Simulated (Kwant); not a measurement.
Device: Ge/Si0.2Ge0.8 stack with 2 barriers. One parabolic valley. Leads of mass 0.12 mₑ with the band edge at 0; grid 0.1 nm; bias 0 V, dropping linearly over the stack.

| layer | thickness (nm) | band offset (eV) | mass (mₑ) |
|---|---|---|---|
| 1 | 2.6 | 0.12 | 0.14 |
| 2 | 5.8 | 0 | 0.12 |
| 3 | 3.4 | 0.12 | 0.14 |

Constants are typed, rounded textbook-type inputs, not results; the design itself was drawn at random and stands for no fabricated device.

Kwant, one-band effective-mass tight-binding model in one dimension, coherent, no space charge.

Sweep values stay those of the base run.

The thickness of the first barrier was swept, all else fixed.

```json
[
 {"thickness of the first barrier (nm)": "1.6", "transmission at E = 180.0 meV": "0.50", "transmission at E = 44.89 meV": "0.084", "mean transmission over the sweep": "0.30", "transmission at E = 89.93 meV": "0.093"},
 {"thickness of the first barrier (nm)": "2.1", "transmission at E = 180.0 meV": "0.41", "transmission at E = 44.89 meV": "0.056", "mean transmission over the sweep": "0.28", "transmission at E = 89.93 meV": "0.067"},
 {"thickness of the first barrier (nm)": "2.6", "transmission at E = 180.0 meV": "0.35", "transmission at E = 44.89 meV": "0.036", "mean transmission over the sweep": "0.25", "transmission at E = 89.93 meV": "0.048"},
 {"thickness of the first barrier (nm)": "3.1", "transmission at E = 180.0 meV": "0.31", "transmission at E = 44.89 meV": "0.022", "mean transmission over the sweep": "0.23", "transmission at E = 89.93 meV": "0.035"},
 {"thickness of the first barrier (nm)": "3.6", "transmission at E = 180.0 meV": "0.30", "transmission at E = 44.89 meV": "0.013", "mean transmission over the sweep": "0.20", "transmission at E = 89.93 meV": "0.025"}
]
```

From the first row to the last the transmission at E = 180.0 meV goes from 0.50 to 0.30. From the first row to the last the transmission at E = 44.89 meV goes from 0.084 to 0.013.
